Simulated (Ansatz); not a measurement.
Density of states of SiO2 (P3_221) above the conduction band minimum, PBEsol, rigid bands (Ansatz, a first-principles code); cell volume 115.4 Å³.

```tsv
energy from edge (eV)	10⁻³ states/eV/cell
0.006	23.0
0.031	50.1
0.056	67.6
0.081	81.5
0.106	94.7
0.131	106
0.156	116
0.181	127
0.206	136
0.231	144
0.256	156
0.281	162
0.319	178
0.344	187
0.369	195
0.394	204
0.419	211
0.444	220
0.469	229
0.494	237
0.519	245
0.544	253
0.569	262
0.594	270
```

Task: What effective density of states at 300 K does this give (∫ g(E) exp(−E/k_BT) dE, both spins, divided by the cell's size)?

Result: 9.3e18 cm⁻³, a density-of-states mass of 0.52 mₑ, valleys and band degeneracy included.

Spin-orbit coupling is left out. Geometry: cell and atoms relaxed with PBEsol.
